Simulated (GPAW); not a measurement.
Troubleshooting GPAW: a failed run on HfV2N3 (Immm, 6 atoms in the cell). The aim is a self-consistent single point with DFT LDA (Perdew-Wang 92), plane waves, GPAW PAW datasets LDA (gpaw-data 1.0.1).

Cell that was meant: a = 5.3102 Å, b = 5.3102 Å, c = 5.3102 Å, α = 146.85°, β = 132.62°, γ = 59.05°.

Part of the input:

```python
              pbc=True)

calc = GPAW(mode=PW(900),
            functional='LDA',
            kpts={'size': (8, 8, 8), 'gamma': True},
            occupations={'name': 'marzari-vanderbilt', 'width': 0.136},
            nbands=-14,
```

Output, abridged:

```
Traceback (most recent call last):
   [... frames left out ...]
TypeError: Unknown GPAW parameter: functional
```

Problem. From the messages shown, name the fault and mend the input.

Solution. The fault is a keyword that the program does not know. The program does not know a key of this name. To fix it, use the program's own name for the key. The program stopped before any SCF iteration.

The sound input it was made from differs as follows (other fixes are possible):
```diff
-            functional='LDA',
+            xc='LDA',
```

With that input, the run converged in 25 iterations: free energy E − TS (from the program's reference atoms) -63.3135 eV; Fermi level (on the code's own zero) 12.07 eV; largest force (vector length) 0.174 eV/Å (DFT LDA (Perdew-Wang 92), plane waves, GPAW PAW datasets LDA (gpaw-data 1.0.1)).

On the sound input: the starting cell comes from a database of computed structures (which also holds hypothetical and non-ambient phases and stackings), without a prior relaxation at this level. Spin polarisation is off; with an odd number of electrons in the cell that forces a metal, and a magnetic state may lie lower.
